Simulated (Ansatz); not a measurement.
**Migration barriers: Ru-vacancy pair in rock-salt TiN, neutral cell**

Consider Ru-vacancy pair (Ru on one host Ti site, one Ti site vacant) in rock-salt TiN, neutral cell. The numbers are results of PBE, PAW (plane waves to 420 eV; Ansatz, an electronic-structure program), not measurements.

64-site cell at the relaxed PBE lattice, a 2×2×2 k-point mesh shifted by half a step, smearing 0.10 eV, spin-restricted, no finite-size correction. No zero-point or tunnelling terms. Forms of the defect that were not tried may lie lower.

Barriers: single points on a 4×4×4 k-point mesh shifted by half a step at the bands' geometries (they differ from the bands' own by up to 0.11 eV, and are uncertain by about as much).

| Route | Start site over the lowest site run (eV) | Hop (Å) | Forward barrier (eV) | Backward barrier (eV) | Neighbours at the start | Neighbours at the saddle | Saddle order | Forward, on the band's own sampling (eV) |
|---|---|---|---|---|---|---|---|---|
| the Ru atom itself jumps into the vacancy (Ru-vacancy distance between ideal sites 3.00 Å throughout) | 0.00 | 2.78 | 2.76 | 2.76 | 2 N at 2.11, 2 N at 2.15, 2 N at 2.22 Å | 2 N at 1.90, 2 N at 2.19; 2 Ti at 2.42 Å | not checked, on a symmetry element | 2.65 |

Paths come from nudged elastic bands with a climbing image.  A band can be held on a symmetry element, so unchecked saddle points there may be too high.
